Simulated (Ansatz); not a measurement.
## How far to go with shifted k-point meshes: MoS2 (R3m, 3 atoms in the cell)

```
CELL_PARAMETERS angstrom
      1.60011     0.92382     6.51451
     -1.60011     0.92382     6.51451
      0.00000    -1.84765     6.51451
ATOMIC_POSITIONS crystal
  Mo 0.00234 0.00234 0.00234
  S  0.41294 0.41294 0.41294
  S  0.25330 0.25330 0.25330
```

Method of the run: PBE, PAW files (plane waves; Ansatz, a quantum-chemistry and plane-wave program).

Base settings: basis.ecutwfc = 420 eV; kpoints.mp_grid.grid = 9 9 9; hamiltonian.xc = pbe; hamiltonian.pseudopotentials = {kind: paw} (the program's default PAW files); scf.occupations.method = fermi_dirac; scf.occupations.width = 0.01 eV.

In this ladder: kpoints.mp_grid.shift = 0.5 0.5 0.5.

Only quantities that move along the ladder and can be compared are tabulated.

The count of work is k-points × plane waves × bands × iterations; it is no time. Core times come from one kind of shared machine, to one figure; runs under 30 s give none.

The starting cell comes from a database of computed structures (which also holds hypothetical and non-ambient phases and stackings), without a prior relaxation at this level. Its lattice was rescaled by up to half a per cent. One atom was moved a little off its site on purpose. In the base run, forces exceed 1 eV/Å. Ansatz's pressure includes its estimate of the finite-basis (Pulay) stress.

| kpoints.mp_grid.grid | free energy less the last step's (meV/atom) | pressure (GPa) | largest difference of a force vector from the last step's (eV/Å) | count of work / last | core time / last (rough) |
|---|---|---|---|---|---|
| 2 2 2 | 276.25 | 1.64 | 0.627 | 0.0012 | – |
| 3 3 3 | -6.69 | -0.69 | 0.173 | 0.0037 | – |
| 4 4 4 | -17.77 | -0.82 | 0.029 | 0.0061 | – |
| 5 5 5 | 0.23 | -0.46 | 0.006 | 0.012 | – |
| 6 6 6 | 0.25 | -0.47 | 0.006 | 0.015 | – |
| 7 7 7 | -0.12 | -0.48 | 0.001 | 0.027 | – |
| 8 8 8 | 0.07 | -0.47 | 0.000 | 0.037 | – |
| 9 9 9 | 0.03 | -0.48 | 0.000 | 0.052 | – |
| 10 10 10 | -0.01 | -0.48 | 0.000 | 0.067 | – |
| 11 11 11 | 0.00 | -0.48 | 0.000 | 0.089 | – |
| 13 13 13 | 0.00 | -0.48 | 0.000 | 0.14 | – |
| 14 14 14 | 0.00 | -0.48 | 0.000 | 0.17 | – |
| 15 15 15 | 0.00 | -0.48 | 0.000 | 0.21 | – |
| 17 17 17 | 0.00 | -0.48 | 0.000 | 0.30 | – |
| 19 19 19 | 0.00 | -0.48 | 0.000 | 0.41 | 0.4 |
| 21 21 21 | 0.00 | -0.48 | 0.000 | 0.54 | 0.5 |
| 23 23 23 | 0.00 | -0.48 | 0.000 | 0.71 | 0.7 |
| 26 26 26 | 0.00 | -0.48 | 0.000 | 1.0 | 1 |

Coarsest kpoints.mp_grid.grid that holds the forces within 0.005 eV/Å of the last step, with all finer ones: 7 7 7, at 0.027 of the last step's count of work; the step before is off by 0.006 eV/Å.

Coarsest kpoints.mp_grid.grid that holds the free energy within 5 meV/atom of the last step, with all finer ones: 5 5 5, at 0.012 of the last step's count of work; the step before is off by 18 meV/atom.

Coarsest kpoints.mp_grid.grid that holds the pressure within 0.1 GPa of the last step, with all finer ones: 5 5 5, at 0.012 of the last step's count of work; the step before is off by 0.34 GPa.

Keys are those of Ansatz 0.2.
